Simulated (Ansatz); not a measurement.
ScAl (Cmcm), PBEsol, DFPT electron-phonon coupling, linearised Boltzmann equation (Ansatz, a program for electronic structure): phonon-limited resistivity 35.7 μΩ·cm at 300 K along x (a = (1.65, -5.50, 0.00) Å; b = (1.65, 5.50, 0.00) Å; c = (0.00, 0.00, 4.33) Å), 48.3 μΩ·cm at 400 K.

### Question
What temperature coefficient of resistance follows, and how does it compare with 1/T?

### Answer
(ρ₄₀₀ − ρ₃₀₀)/(100 K × ρ₃₀₀) = 3.53×10⁻³ K⁻¹, against 1/T = 3.33×10⁻³ K⁻¹ for a resistivity proportional to T. It lies higher because phonons are still being populated at 300 K; impurities would add a constant and lower it.

### Question
What is the classical skin depth at 100 GHz (nonmagnetic, μ₀ = 1.257×10⁻⁶ H/m)?

### Answer
δ = √(ρ/(π f μ₀)) = 951 nm.

### Question
Estimate the electronic thermal conductivity at 300 K by the Wiedemann-Franz law (L₀ = 2.44×10⁻⁸ W·Ω/K²).

### Answer
L₀T/ρ = 2.44×10⁻⁸ × 300/(35.7×10⁻⁸) = 20.5 W/(m·K). Inelastic scattering puts the true Lorenz number somewhat under L₀ near and below the Debye temperature.

A metal at this level (no band gap). Only scattering by harmonic phonons is included (no impurities, grain boundaries, electron-electron scattering or thermal expansion). Spin-orbit coupling is left out. Halving the electron mesh (28x28x20) moves the resistivity by up to 4 % at 300 K. Smearing 0.20 eV; phonons on a 4x4x3 q mesh, which this run doesn't test.

Computed structure with no diffraction record at hand here (it may be known, metastable or hypothetical): ScAl (Cmcm).
